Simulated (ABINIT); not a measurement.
Convergence series on MnO2 (P4_2/mnm, 6 atoms in the cell)

```
MnO2
1.0
    4.44442     0.00000     0.00000
    0.00000     4.44442     0.00000
    0.00000     0.00000     2.89575
Mn O
2 4
Direct
  0.00000   0.00000   0.00000
  0.50000   0.50000   0.50000
  0.30492   0.30492   0.00000
  0.69508   0.69508   0.00000
  0.19508   0.80492   0.50000
  0.80492   0.19508   0.50000
```
Moments meant for the start (each program seeds them in its own way; μB, in the order of the atoms Mn Mn O O O O): 4.0 4.0 0.0 0.0 0.0 0.0.

Method: PBEsol, norm-conserving pseudopotentials (PseudoDojo nc-sr-04 PBEsol standard) (plane waves; ABINIT).

The starting cell comes from a database of computed structures (which also holds hypothetical and non-ambient phases and stackings), without a prior relaxation at this level. Its lattice was rescaled by a random factor within 2.5 % of one. The magnetic order is the one reached from the typed start; others were not searched systematically. In the base run, with a pressure of about -10 GPa the cell is away from its equilibrium volume at this level. The shifted mesh does not hold Γ, so a gap read on it misses any band edge there.

Held fixed: pseudos = [Mn.upf, O.upf]; ixc = -116133; nsppol = 2; occopt = 6; tsmear = 0.136 eV; ngkpt = 4 4 6; nshiftk = 1; shiftk = 0.5 0.5 0.5; potentials = PseudoDojo nc-sr-04 PBEsol standard; nband = 40; kptopt = 1; nstep = 50; tolvrs = 1e-11.

ΔF is the free energy per atom less that of the last row (62 Ha).

| ecut | ΔF (meV/atom) | pressure (GPa) | largest force (eV/Å) | gap on the mesh (eV) | size of the net moment (μB/atom) | plane waves | iterations |
|---|---|---|---|---|---|---|---|
| 19 Ha | 11330.8 | -526.70 | 0.675 | – | 0.99 | 1536 | 17 |
| 24 Ha | 3719.0 | -258.67 | 0.230 | – | 1.00 | 2181 | 15 |
| 29 Ha | 944.9 | -103.19 | 0.194 | 0.256 | 1.00 | 2888 | 16 |
| 34 Ha | ? | -37.07 | 0.226 | 0.187 | 1.00 | 3668 | 16 |
| 38 Ha | 36.8 | -17.54 | 0.209 | 0.197 | 1.00 | 4339 | 16 |
| 43 Ha | ? | -11.15 | 0.205 | 0.194 | 1.00 | 5213 | 15 |
| 48 Ha | 0.29 | -10.41 | 0.206 | 0.195 | 1.00 | 6150 | 15 |
| 55 Ha | 0.11 | -10.40 | 0.206 | 0.195 | 1.00 | 7541 | 16 |
| 62 Ha | 0.00 | -10.39 | 0.206 | 0.195 | 1.00 | 9011 | 16 |

Question: What belongs in the gaps?

Answer: 
- 34 Ha, ΔF (meV/atom): 187.1
- 43 Ha, ΔF (meV/atom): 2.8
